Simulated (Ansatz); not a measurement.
Base system: MgInGaO4 (space group R3m, No. 160; a = 3.3437 Å, c = 25.2994 Å (hexagonal axes); a hypothetical phase, not in the database extracts checked).

The change: the cell is scaled by 1.0155 in all directions, atoms relaxed at fixed cell.

Levels (all Ansatz, a first-principles code, PAW): PBEsol (420 eV, no spin-orbit coupling); PBEsol+SOC (420 eV, spin-orbit coupling included).

The geometry is relaxed with PBEsol.

- PBEsol lowest conduction level above the VBM at special points: Γ 1.80 eV; T 2.94 eV; L 5.46 eV; F 5.55 eV
- PBEsol pressure: -6.63 GPa
- PBEsol gap character: indirect, Γ–S₀ (36 % along) → Γ
- PBEsol smallest direct gap: 1.93 eV

Q: How does going to PBEsol+SOC change the lowest conduction level above the VBM at special points, pressure, gap character and smallest direct gap?

A: The lowest conduction level above the VBM at special points becomes Γ 1.80 eV; T 2.94 eV; L 5.46 eV; F 5.54 eV (PBEsol: Γ 1.80 eV; T 2.94 eV; L 5.46 eV; F 5.55 eV); the pressure hardly moves (-6.63 GPa against -6.66 GPa); the gap character stays indirect, Γ–S₀ (36 % along) → Γ; the smallest direct gap stays essentially unchanged (1.93 eV against 1.94 eV).

Single points use the geometry relaxed with PBEsol. The spin-orbit shifts are approximate. The cells carry an imposed strain or load. Whether these cells are dynamically stable was not tested.
